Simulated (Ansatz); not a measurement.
The starting structures come from a database of crystals and need not be the phases stable at ambient conditions.

# Evanescent states of Sr₃Co(CN)₃ (P6_3/m, not sure to be the ambient phase, 20 atoms a cell, 17.9 Å³ an atom, -3 GPa at this level) along the normal of (101)

All values below come from PBEsol (plane waves, PAW; Ansatz, a quantum-chemistry and plane-wave program).

The gap is the functional's own. No spin-orbit coupling. Mid-gap values are interpolated on the energy grid.

Energies count from the valence-band top; κ is the least over a 4×4 mesh across the current.

```json
[
 {"E (eV)": "0.04", "κ (1/Å)": "0.130", "where": "off Γ"},
 {"E (eV)": "0.10", "κ (1/Å)": "0.204", "where": "off Γ"},
 {"E (eV)": "0.17", "κ (1/Å)": "0.244", "where": "off Γ"},
 {"E (eV)": "0.24", "κ (1/Å)": "0.275", "where": "off Γ"},
 {"E (eV)": "0.32", "κ (1/Å)": "0.301", "where": "off Γ"},
 {"E (eV)": "0.39", "κ (1/Å)": "0.323", "where": "off Γ"},
 {"E (eV)": "0.46", "κ (1/Å)": "0.337", "where": "Γ"},
 {"E (eV)": "0.53", "κ (1/Å)": "0.341", "where": "Γ"},
 {"E (eV)": "0.59", "κ (1/Å)": "0.334", "where": "off Γ"},
 {"E (eV)": "0.67", "κ (1/Å)": "0.326", "where": "off Γ"},
 {"E (eV)": "0.73", "κ (1/Å)": "0.316", "where": "off Γ"},
 {"E (eV)": "0.81", "κ (1/Å)": "0.289", "where": "Γ"},
 {"E (eV)": "0.88", "κ (1/Å)": "0.257", "where": "Γ"},
 {"E (eV)": "0.94", "κ (1/Å)": "0.217", "where": "Γ"},
 {"E (eV)": "1.01", "κ (1/Å)": "0.166", "where": "Γ"},
 {"E (eV)": "1.08", "κ (1/Å)": "0.084", "where": "Γ"}
]
```

**Question.** How thick must the barrier be to attenuate the transmission by 10^4 when the electrodes' Fermi level lies at 0.81 eV, and what attenuation does that film give at 0.10 eV?

**Answer.** d = 4 ln 10 / (2 × 0.289) = 15.9 Å. At 0.10 eV it gives 4 × 0.204/0.289 = 2.8 decades.
